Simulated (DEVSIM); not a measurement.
Structure: Pt/La2O3/p-Ge capacitor, at 300 K.

| layer (left to right) | material | thickness (nm) | Na (cm⁻³) |
|---|---|---|---|
| 1 | La2O3 | 17.0 | - |
| 2 | Ge | 380 | 2.4e18 |

Metal gate on the left, work function 5.6 eV. Fixed charge at the semiconductor interface 0 cm⁻² (in units of +e); no interface traps.

This is a model device: material constants are rounded textbook-type values typed into the input, and sizes, dopings and lifetimes were drawn at random. Values at 300 K.

| parameter | La2O3 | Ge |
|---|---|---|
| gap (eV) | 5.8 | 0.664 |
| affinity (eV) | 1.8 | 4 |
| permittivity | 27 | 16 |
| Nc (cm⁻³) | - | 1.04e19 |
| Nv (cm⁻³) | - | 6e18 |

DEVSIM, 1D Poisson equation in equilibrium, Boltzmann statistics, complete ionisation; no quantum confinement or tunnelling. Metal contacts follow the ideal Schottky-Mott rule: no Fermi-level pinning, no interface dipoles.

The interface trap density was swept, all else fixed.

```
interface trap density (cm^-2 eV^-1)  threshold voltage (band bending 2φF) (V)  minimum of the low-frequency capacitance (μF/cm²)  flat-band voltage (V)
------------------------------------  ----------------------------------------  -------------------------------------------------  ---------------------
0                                                                         2.14                                              0.498                   0.96
1e10                                                                      2.14                                              0.499                   0.96
1e11                                                                      2.14                                              0.505                   0.96
3e11                                                                      2.15                                              0.517                   0.95
1e12                                                                      2.19                                              0.561                   0.94
2e12                                                                      2.24                                              0.617                   0.92
```

From the first row to the last the threshold voltage (band bending 2φF) goes from 2.14 to 2.24. From the first row to the last the minimum of the low-frequency capacitance goes from 0.498 to 0.617.
